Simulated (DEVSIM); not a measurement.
Structure: Schottky contact on n-type β-Ga2O3, at 250 K.

```
layer (left to right)  material  thickness (μm)  Nd (cm⁻³)  τn (s)  τp (s)
---------------------  --------  --------------  ---------  ------  ------
1                       β-Ga2O3            9.90     1.4e17    2e-8    2e-8
```

Left contact: Schottky, work function 4.88 eV, emission velocity 7.8e6 cm/s. Right contact: ohmic. Voltage is applied to the left contact. Recombination: SRH at mid-gap, Auger. Mobility is μmin + (μ − μmin)/(1 + (N/Nref)^α).

The device is made up for the run: typed textbook-type constants, with dimensions and the other settings drawn at random. Values at 300 K; Nc and Nv go as T^1.5, mobilities as T to minus their exponent, the gap by Varshni's rule with the affinity fixed.

| parameter | β-Ga2O3 |
|---|---|
| gap (eV) | 4.8 |
| affinity (eV) | 4 |
| permittivity | 10 |
| Nc (cm⁻³) | 3.7e18 |
| Nv (cm⁻³) | 5e20 |
| μn (cm²/Vs) | 160 |
| μp (cm²/Vs) | 1 |
| μn,min | 20 |
| μp,min | 0.1 |
| Nref,n | 1e18 |
| Nref,p | 1e18 |
| αn | 0.8 |
| αp | 0.8 |
| T exponent of μn | 1.8 |
| T exponent of μp | 1.5 |
| Cn (cm⁶/s) | 1e-31 |
| Cp (cm⁶/s) | 1e-31 |
| Varshni α (eV/K) | 0.0004 |
| Varshni β (K) | 600 |

DEVSIM, 1D drift-diffusion, Boltzmann statistics, complete ionisation; no tunnelling, impact ionisation, image-force lowering or self-heating. Metal contacts follow the ideal Schottky-Mott rule: no Fermi-level pinning, no interface dipoles.

### Question
Tabulate band edges, carrier densities and field at -20.0 V on the left contact.

### Answer
Energies count from the Fermi level of the right contact; mesh points crowd at the junctions.

```tsv
x (μm)	Ec (eV)	Ev (eV)	n (cm⁻³)	p (cm⁻³)	field (V/cm)
0.000	20.880	16.069	< 1e2	< 1e2	-1000000
0.01359	19.509	14.698	< 1e2	< 1e2	-990000
0.03728	17.230	12.419	< 1e2	< 1e2	-930000
0.07186	14.157	9.347	< 1e2	< 1e2	-840000
0.1597	7.715	2.905	< 1e2	< 1e2	-620000
0.2633	2.634	-2.177	< 1e2	< 1e2	-360000
0.4438	0.065	-4.746	1.4e17	< 1e2	-490
0.8365	0.065	-4.746	1.4e17	< 1e2	≈ 0
1.321	0.065	-4.746	1.4e17	< 1e2	≈ 0
2.167	0.065	-4.746	1.4e17	< 1e2	≈ 0
3.401	0.065	-4.746	1.4e17	< 1e2	≈ 0
6.026	0.065	-4.746	1.4e17	< 1e2	≈ 0
7.431	0.065	-4.746	1.4e17	< 1e2	≈ 0
8.393	0.065	-4.746	1.4e17	< 1e2	≈ 0
9.091	0.065	-4.746	1.4e17	< 1e2	≈ 0
9.391	0.065	-4.746	1.4e17	< 1e2	≈ 0
9.597	0.065	-4.746	1.4e17	< 1e2	≈ 0
9.715	0.065	-4.746	1.4e17	< 1e2	≈ 0
9.815	0.065	-4.746	1.4e17	< 1e2	≈ 0
9.854	0.065	-4.746	1.4e17	< 1e2	≈ 0
9.881	0.065	-4.746	1.4e17	< 1e2	≈ 0
9.900	0.065	-4.746	1.4e17	< 1e2	≈ 0
```
